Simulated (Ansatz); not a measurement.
```
CELL_PARAMETERS angstrom
      0.00011    -4.69753    -4.27784
      0.00046     4.69749    -4.27780
      5.42441     0.00022     4.27746
ATOMIC_POSITIONS crystal
  Os 0.58349 0.41636 0.25035
  Ru 0.20785 0.54119 0.99959
  Ru 0.70865 0.04201 0.99989
  Ru 0.33253 0.16677 0.74987
  Ru 0.45893 0.79171 0.50036
  Ru 0.95856 0.29154 0.50006
  Ru 0.08377 0.91689 0.25038
  Ru 0.83263 0.66687 0.74920
  Ru 0.54222 0.20861 0.50087
  Os 0.16723 0.33334 0.25020
  Ru 0.66703 0.83285 0.25063
  Ru 0.29117 0.95862 0.99949
  Ru 0.41649 0.58292 0.74938
  Os 0.91650 0.08339 0.74986
  Ru 0.04183 0.70825 0.50015
  Os 0.79110 0.45868 0.99971
```

The mixing enthalpy is taken against the end members in the hexagonal close-packed type, relaxed in the same cell and mesh.

Level of theory: r2SCAN (plane waves to 500 eV, PAW; Ansatz, a first-principles code). No spin–orbit coupling; the runs are not spin-polarised. Its k-point mesh 6×6×6, Fermi–Dirac width 0.05 eV.

Q: Give the composition and order of this alloy cell, and its volume, bond lengths and mixing enthalpy.

A: A 16-atom cell of (Ru,Os) started in the hexagonal close-packed structure, site fractions Ru 0.750, Os 0.250, short-range order -0.06 among the nearest mixed sites (0 is random, a negative value favours unlike neighbours), space group P1 at the end.
- volume per atom = 13.63 Å³
- Ru–Ru bonds = 2.683 Å on average, from 2.647 to 2.722 (53)
- Os–Ru bonds = 2.679 Å on average, from 2.647 to 2.716 (38)
- Os–Os bonds = 2.690 Å on average, from 2.648 to 2.719 (5)
- mixing enthalpy per site of the mixed sublattice = -6 meV
- departure of the mean lattice parameter from Vegard's line = under 0.15 %, inside the noise of the relaxations
